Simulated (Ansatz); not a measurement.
Input and output of a self-consistent single point for MgS (I4mm, 2 atoms in the cell) (Ansatz, an electronic-structure program).

Method: LDA (PW92), harder PAW files (source: ansatz) made with PBE (plane waves; Ansatz).

```
MgS
1.0
    0.00000     2.60780     2.60780
    2.60780     0.00000     2.60780
    2.60780     2.60780     0.00000
Mg S
1 1
Direct
  0.00959   0.00959   0.99041
  0.50000   0.50000   0.50000
```

Reference input (self-consistent single point, DFT, LDA (PW92), plane waves, default PAW files made with PBE): basis.ecutwfc = 30.9 Ry; kpoints.mp_grid.grid = 8 8 8; hamiltonian.xc = lda; hamiltonian.pseudopotentials = {kind: paw} (the program's default PAW files); scf.occupations.method = fermi_dirac; scf.occupations.width = 0.0037 Ry. This run's input differs from it in these lines:

Ansatz 0.2 input:
```diff
@@ -9,3 +9,3 @@
 basis:
-  ecutwfc: 30.9 Ry
+  ecutwfc: 45.6 Ry
 kpoints:
@@ -17,2 +17,3 @@
     kind: paw
+    source: ansatz
 scf:
```

The program printed (abridged):

```
SCF iter   1: F=—  HF=-2774.235097 eV  |F-HF|=—  |Δ(HF+E_count)|=         —  Δρ=3.59e-2  dr2=2.69e-1  ethr=3.10e-3  ⟨swp⟩=5.9  Hψ=5125  notcnv=0
all-band conjugate gradients solve this SCF's bands
preconditioner: auto → none
SCF iter   2: F=—  HF=-2774.153248 eV  |F-HF|=—  |Δ(HF+E_count)|=   8.18e-2  Δρ=1.35e-2  dr2=3.25e-2  ethr=1.68e-3  ⟨swp⟩=3.3  Hψ=1904  notcnv=0
SCF iter   3: F=—  HF=-2774.150275 eV  |F-HF|=—  |Δ(HF+E_count)|=   2.97e-3  Δρ=3.50e-3  dr2=2.75e-3  ethr=2.03e-4  ⟨swp⟩=2.1  Hψ=960  notcnv=0
SCF iter   4: F=—  HF=-2774.150108 eV  |F-HF|=—  |Δ(HF+E_count)|=   1.67e-4  Δρ=6.72e-4  dr2=1.36e-4  ethr=1.72e-5  ⟨swp⟩=2.0  Hψ=922  notcnv=0
SCF iter   5: F=—  HF=-2774.150065 eV  |F-HF|=—  |Δ(HF+E_count)|=   4.30e-5  Δρ=6.49e-5  dr2=1.18e-6  ethr=8.48e-7  ⟨swp⟩=2.0  Hψ=943  notcnv=0
SCF iter   6: F=—  HF=-2774.150067 eV  |F-HF|=—  |Δ(HF+E_count)|=   1.34e-6  Δρ=1.81e-5  dr2=5.93e-8  ethr=6.25e-10  ⟨swp⟩=7.3  Hψ=3953  notcnv=0
SCF iter   7: F=-2774.150067 eV  HF=-2774.150067 eV  |F-HF|=2.87e-9  |Δ(HF+E_count)|=   3.97e-8  Δρ=4.25e-6  dr2=2.09e-9  ethr=3.70e-10  ⟨swp⟩=3.3  Hψ=2814  notcnv=0
SCF 1 converged in 7 iterations: F = -2774.150067 eV  dr2 = 2.09e-9
Free energy (F): -2774.150067 eV
Internal energy: -2774.150067 eV  (E = F + TS)
E sigma→0 (E₀):  -2774.150067 eV
Fermi energy:    7.399745 eV
--- Forces (eV/Å), atoms counted from 1 ---
  atom   1  Mg    -0.00000000    -0.00000000    -0.12185892
  atom   2  S      0.00000000     0.00000000     0.12186261
--- Stress (GPa, compression-positive) ---
       -3.751981       0.000000       0.000000
        0.000000      -3.751981       0.000000
        0.000000       0.000000      -3.462452
  P = ⅓ Tr σ = -3.6555 GPa (-36.555 kbar)
  The stress holds the Pulay correction. Without it, at fixed plane waves, as pw.x and ABINIT print it: P = -3.6679 GPa
```

The run converged in 7 iterations. Against the reference run the pressure moves little (-3.68 to -3.66 GPa), the largest force hardly changes (0.121 to 0.122 eV/Å) and the gap on the mesh hardly changes (2.546 to 2.548 eV).

The starting cell has typed, rounded lattice constants, without a prior relaxation at this level. Its lattice was rescaled by up to half a per cent. One atom was moved a little off its site on purpose. Ansatz's pressure includes its estimate of the finite-basis (Pulay) stress.
